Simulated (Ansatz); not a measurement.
## A computed series for HgTe: pressure series

Base system: HgTe in the zinc blende structure (space group F-43m, No. 216).

HgTe is taken in the cubic space group F-43m (No. 216), the zinc blende structure, Pearson symbol cF8. Conventional cell: a = b = c = 6.5728 Å, α = β = γ = 90.00°. Hg on 4a is surrounded by 4 Te at 2.846 Å (tetrahedral). Te on 4d is coordinated by 4 Hg at 2.846 Å (tetrahedral). (Neighbours: up to the widest gap in distance over summed covalent radii, below 1.35, at either atom; cation-cation and far metal-metal contacts left out.)
(The calculation used a cell of 2 atoms; values per cell refer to that cell.)

Cell and atoms are relaxed at each pressure.

All numbers come from r2SCAN (Ansatz, a first-principles code; PAW; 500 eV plane waves; without spin-orbit coupling).

Notes on the quantities. enthalpy: H = E + PV relative to the base's energy.

```tsv
case	enthalpy	shortest interatomic distance
base	–	5.378 bohr
pressure −2 GPa	-0.46 eV/atom	5.483 bohr
pressure −1 GPa	-0.22 eV/atom	___
pressure 0.9 GPa	+0.20 eV/atom	5.341 bohr
pressure 2.1 GPa	+0.45 eV/atom	5.296 bohr
pressure 4.5 GPa	+0.95 eV/atom	___
pressure 9 GPa	+1.83 eV/atom	5.112 bohr
pressure 22.5 GPa	+4.23 eV/atom	4.903 bohr
pressure 30 GPa	+5.46 eV/atom	4.823 bohr
```

Task: What belongs in the blanks?

Result: 
- pressure −1 GPa, shortest interatomic distance: 5.427 bohr
- pressure 4.5 GPa, shortest interatomic distance: 5.221 bohr

With Hg and Te present, leaving out spin-orbit coupling can change the band edges. Load acts through the strain it causes; cell and atoms are relaxed under it. Whether these cells are dynamically stable was not tested. Tetrahedral semiconductors of this kind turn to denser phases somewhere between about 1 and 50 GPa; those were not computed, so compressed cells here can lie past the real transition. All final runs are without spin polarisation. The zero or small gap of HgTe can change with the level of theory.
